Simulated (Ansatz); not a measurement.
Defect migration in hcp Ru: Nb-vacancy pair (Nb on one host Ru site, one Ru site vacant), neutral cell. Computed with PBE, PAW (plane waves to 420 eV; Ansatz, a program for electronic structure).

36-site cell at the relaxed PBE lattice, a 2×2×2 k-point mesh shifted by half a step along c, smearing 0.10 eV, spin-restricted, no finite-size correction. Static, classical nuclei. Forms of the defect that were not tried may lie lower.

Barriers: single points on a 4×4×4 k-point mesh shifted by half a step along c at the bands' geometries (they differ from the bands' own by up to 0.22 eV, and are uncertain by about as much).

The step: the Nb atom itself jumps into the vacancy (Nb-vacancy distance between ideal sites 2.66 Å throughout). Atoms about the jump, Cartesian Å from the middle of the jump, before and after:

| atom | x0 | y0 | z0 | x1 | y1 | z1 |
|---|---|---|---|---|---|---|
| Nb1 | 0.63 | 0.36 | -0.95 | -0.63 | -0.36 | 0.95 |
| Ru2 | 0.70 | 2.02 | 1.12 | 0.69 | 1.97 | 1.08 |
| Ru3 | -2.05 | 0.38 | -1.08 | -2.10 | 0.40 | -1.12 |
| Ru4 | 2.10 | -0.40 | 1.12 | 2.05 | -0.38 | 1.08 |
| Ru5 | -0.69 | -1.97 | -1.08 | -0.70 | -2.02 | -1.12 |
| Ru6 | -0.70 | 2.76 | -1.08 | -0.69 | 2.75 | -1.07 |
| Ru7 | -2.04 | 1.98 | 1.07 | -2.04 | 1.99 | 1.08 |
| Ru8 | 2.04 | -1.99 | -1.08 | 2.04 | -1.98 | -1.07 |
| Ru9 | 0.69 | -2.75 | 1.07 | 0.70 | -2.76 | 1.08 |

Give the saddle-point geometry and the barrier.


```
atom      x      y      z
----  -----  -----  -----
Nb1    0.00   0.00  -0.01
Ru2    0.72   2.09   1.15
Ru3   -2.17   0.42  -1.17
Ru4    2.17  -0.42   1.15
Ru5   -0.72  -2.09  -1.17
Ru6   -0.70   2.75  -1.09
Ru7   -2.03   1.98   1.07
Ru8    2.03  -1.98  -1.09
Ru9    0.70  -2.75   1.07
```
It lies 1.01 eV above the start and 1.01 eV above the end. The saddle point's order was not checked, and it lies on a symmetry element of the cell, where a band can be held.
